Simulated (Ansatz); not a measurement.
Pressure series in Bi2Te3

Base system: Bi2Te3 in the Bi2Te3 type structure (space group R-3m, No. 166; a = 4.387 Å, c = 30.286 Å (hexagonal axes)).

Cell and atoms are relaxed at each pressure.

Levels (all Ansatz, a quantum-chemistry and plane-wave program, PAW): PBE-D3(BJ) (420 eV, without spin-orbit coupling); r2SCAN+rVV10 (500 eV, no SOC).

The base cell above is that of PBE-D3(BJ); each level relaxes its own structures.

| case | shift of the gap caused by the change, PBE-D3(BJ) | shift of the gap caused by the change, r2SCAN+rVV10 |
|---|---|---|
| pressure 0.3 GPa | -0.01 eV | [?] |
| pressure 0.7 GPa | -0.02 eV | -0.08 eV |
| pressure 1.5 GPa | -0.02 eV | [?] |

Question: Complete the table.

Answer: 
- pressure 0.3 GPa, shift of the gap caused by the change, r2SCAN+rVV10: -0.04 eV
- pressure 1.5 GPa, shift of the gap caused by the change, r2SCAN+rVV10: -0.13 eV

PBE-D3(BJ) lies above r2SCAN+rVV10 in every row, by 0.03 eV to 0.11 eV. Near ties aside, they put the cases in the same order.

With Bi and Te present, leaving out spin-orbit coupling can change the band edges. Load acts through the strain it causes; cell and atoms are relaxed under it. Whether these cells are dynamically stable was not tested. The zero or small gap of Bi2Te3 can change with the level of theory.
